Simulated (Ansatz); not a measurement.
The structure below was relaxed with Ansatz (an electronic-structure program), PBEsol, PAW, cutoff 420 eV, without spin-orbit coupling.

```
CELL_PARAMETERS angstrom
      6.07071     0.00000     0.00000
      0.00000     6.07071     0.00000
      0.00000     0.00000     3.78740
ATOMIC_POSITIONS crystal
  Sn 0.00000 0.00000 0.00000
  Sn 0.50000 0.50000 0.50000
  S  0.30671 0.30671 0.00000
  S  0.80671 0.19329 0.50000
  S  0.19329 0.80671 0.50000
  S  0.69329 0.69329 0.00000
```

Task: Find the space group and the Wyckoff positions.

Result: Space group P4₂/mnm (No. 136); a = b = 6.071 Å, c = 3.787 Å, α = β = γ = 90.00°

| atom | site | symmetry | x | y | z |
|---|---|---|---|---|---|
| Sn | 2a | m.mm | 0.0000 | 0.0000 | 0.0000 |
| S | 4f | m.2m | 0.3067 | 0.3067 | 0.0000 |

Task: Describe the coordination.

Result: The crystal has 6 atoms in its conventional cell. Cell: a = 6.071 Å, b = 6.071 Å, c = 3.787 Å, α = 90.00°, β = 90.00°, γ = 90.00°. Sn sees 6 S at 2.518–2.633 Å (octahedral). S is surrounded by 3 Sn at 2.518–2.633 Å. (Neighbours: up to the widest gap in distance over summed covalent radii, below 1.35, at either atom; cation-cation and far metal-metal contacts left out.)

Whether these cells are dynamically stable was not tested. The final runs are not spin-polarised. The cell was made from SnO2 by this change: O → S; the result is a hypothetical phase, not in the database extracts checked.
